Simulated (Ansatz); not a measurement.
Base system: SrTiO3 in the cubic perovskite structure (space group Pm-3m, No. 221).

```xyz
5
Lattice="3.9364 0.0000 0.0000 0.0000 3.9364 0.0000 0.0000 0.0000 3.9364" Properties=species:S:1:pos:R:3 pbc="T T T"
Sr     0.0000     0.0000     0.0000
Ti     1.9682     1.9682     1.9682
O      1.9682     0.0000     1.9682
O      0.0000     1.9682     1.9682
O      1.9682     1.9682     0.0000
```

All numbers come from PBE in Ansatz (plane waves to 420 eV, PAW, scalar-relativistic without spin-orbit coupling).

For the base:

| Property | Result |
|---|---|
| Band gap | 1.84 eV |

Modification: the cell is scaled by 0.9700 in all directions, atoms relaxed at fixed cell.

Problem. Estimate the effect on the band gap.

Solution. The band gap rises by 0.17 eV to 2.01 eV.

The cells carry an imposed strain or load. Whether these cells are dynamically stable was not tested. All final runs are without spin polarisation. Many cubic perovskites are stable only at high temperature; tilts and polar distortions were not tested.

Ansatz is a quantum-chemistry and plane-wave program.
